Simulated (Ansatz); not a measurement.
Functionals compared on a constructed model of the (111) surface of fcc Ni, ferromagnetic, a pseudomorphic layer of Ga in the host's stacking (bottom of the slab: a bare face, its two planes held), in Ansatz (plane waves, PAW). The structure was relaxed with PBE; the other rows are single points on it. Cutoff 420 eV.

Slab: 7 atoms, 12.3 Å thick at the start; k 17x17x1, smearing 0.1 eV, dipole-corrected; 2 atoms held, the rest relaxed; symmetry of the start imposed; spin-polarised, ending with about 3.4 μB a cell; orders that need a larger cell were not tried, no spin-orbit, no U. In PBE it is, or lies within 0.01 eV a 1x1 cell of, the lowest of the 2 structures of its composition computed so far; larger cells were not tried. These notes are the PBE run's.

| functional | work function of the top face (eV) | magnetic moment of the cell (μB) | rough cost of the single point |
|---|---|---|---|
| PBE | 3.98 | 3.44 | – |
| RPBE | 3.86 | 3.49 | very roughly 2.7 core-minutes |

Ansatz is an electronic-structure program.
